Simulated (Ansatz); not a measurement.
Take KI in the rock salt structure (space group Fm-3m, No. 225; a = 7.0065 Å) as the base.

Perturbation: every lattice vector is shortened by 5.83 %; the atoms relax in the strained cell.

All numbers come from Ansatz (a quantum-chemistry and plane-wave program) PBEsol, spin-orbit coupling left out.

Base, band edges from the VBM (valence, conduction): X -0.39, 4.79; W -0.64, 6.38; L -0.36, 5.41; Γ 0.00, 3.87; K -0.41, 5.50; U -0.41, 5.50 eV.

Give the band edges at the high-symmetry points of the new zone, measured from its valence-band maximum.


| point | valence edge (eV) | conduction edge (eV) |
|---|---|---|
| Γ | 0.00 | 4.33 |
| X | -0.50 | 4.37 |
| U | -0.57 | 5.31 |
| K | -0.57 | 5.31 |
| L | -0.57 | 5.55 |
| W | -0.91 | 6.38 |

The gap is 4.33 eV, direct at Γ.

Spin-orbit coupling, missing from the scalar runs, can matter with I. No phonon test of stability was made.
